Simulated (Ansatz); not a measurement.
# Effect of pressure −2 GPa on PbTe

The parent structure is PbTe in the rock salt structure (space group Fm-3m, No. 225; a = 6.4424 Å).

Modification: a negative pressure, −2 GPa.

Computed with PBEsol, PAW, 420 eV (Ansatz, a quantum-chemistry and plane-wave program; spin-orbit coupling left out), earlier PAW set. Settings: 9×9×9 k-points, 0.05 eV Fermi–Dirac smearing.

* **Volume per atom**: 35.15 Å³ (base 33.42 Å³)
* **Density**: 7.91 g/cm³ (base 8.32 g/cm³)
* **Lattice parameter a**: 6.551 Å (base 6.442 Å)
* **Shortest interatomic distance**: 3.276 Å (base 3.221 Å)
* **Enthalpy H = E + PV relative to the base's energy**: -0.43 eV/atom
* **Band gap**: 0.75 eV (base 0.65 eV)
* **Gap character**: direct at L (base direct at L)
* **Mean gap deformation potential ΔEg/Δln V**: +2.0 eV
* **Width of the top valence band**: 2.56 eV (base 2.85 eV)
* **Electron mass**: 0.29 mₑ along k, 0.10 mₑ across (at L) (base 0.26 mₑ along k, 0.098 mₑ across (at L))
* **Hole mass**: 0.45 mₑ along k, 0.088 mₑ across (at L) (base 0.38 mₑ along k, 0.073 mₑ across (at L))
* **Valley order (the lowest conduction-band minima on the path, energy above the VBM, named in the base's zone)**: L along ⟨111⟩ 0.75 eV; a point along ⟨110⟩, about 0.6 Å⁻¹ from Γ 1.31 eV; a point along ⟨100⟩, about 0.3 Å⁻¹ from Γ 1.77 eV (base L along ⟨111⟩ 0.65 eV; a point along ⟨110⟩, about 0.6 Å⁻¹ from Γ 1.25 eV; a point along ⟨100⟩, about 0.3 Å⁻¹ from Γ 1.71 eV)

Cost of the whole job for the changed cell (relaxation, final SCF and bands): about 12 core-seconds (a rough figure).

With Pb and Te present, leaving out spin-orbit coupling can change the band edges. Load acts through the strain it causes; cell and atoms are relaxed under it. Effective masses come from finite differences of ±0.01 Å⁻¹. Along k means along the line from Γ to the band edge. No phonon test of stability was made.
